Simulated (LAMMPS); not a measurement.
LAMMPS 22 Jul 2025, classical MD, SNAP (Ge_Zuo_JPCA2020.snapcoeff): Ge, 4096 atoms.

```text
units metal
atom_style atomic
read_data unit.data
replicate 8 8 8
pair_style snap
pair_coeff * * Ge_Zuo_JPCA2020.snapcoeff Ge_Zuo_JPCA2020.snapparam Ge
velocity all create 1600 4928 dist gaussian loop geom
fix 1 all nve
fix 2 all langevin 800 800 0.04 9876 zero yes
timestep 0.001
thermo 100
run 300
reset_timestep 0
write_restart start.rst
```

```text
read_restart start.rst
pair_style snap
pair_coeff * * Ge_Zuo_JPCA2020.snapcoeff Ge_Zuo_JPCA2020.snapparam Ge
neighbor 2.0 bin
neigh_modify every 1 delay 0 check yes
fix 1 all nve
timestep 0.001
thermo_style custom step temp pe etotal press
thermo_modify format float %.10g
thermo 100
group probe id 1:48
dump probe probe custom 1000000 forces.txt id fx fy fz
dump_modify probe sort id format float %.8g
run 120
```

box: 45.3 × 45.3 × 45.3 Å.

start: generated diamond lattice, warmed in an untimed run.

Compared values: energy and forces of the first step, drift over the run.

Hardware: Arm Neoverse V2, 96 cores on 1 socket, no SMT, 1 L3 cache group.

Each time is the median wall time of two to five repeats, run one at a time on the otherwise empty machine; start-up is included. Unless noted, each process is bound to its own block of adjacent cores. Build: PyPI wheel: MPICH, OPENMP and OPT packages. Other compilers and libraries give other times. Scratch files lie in a memory file system. A preparatory run goes ahead and isn't timed.

Started as
```bash
# ahead of the timed run: OMP_NUM_THREADS=1 mpirun -np 48 lmp -in in.warm -log none -nocite
OMP_NUM_THREADS=1 mpirun -np 32 lmp -in in.lmp -log log.lammps -nocite
```
(32 ranks, thermo = 100) it takes 2.9 s and 0 neighbour list builds.

Task: How long does it take after this change: thermo = 1?

Result: About 4.2 s (3 runs within 1 %): 1.5× as long. The largest move is in pair forces (Pair): 2.5 s to 3.8 s. Change in the result: energy equal as printed, forces on 48 atoms equal as printed, drift of the total energy equal as printed.
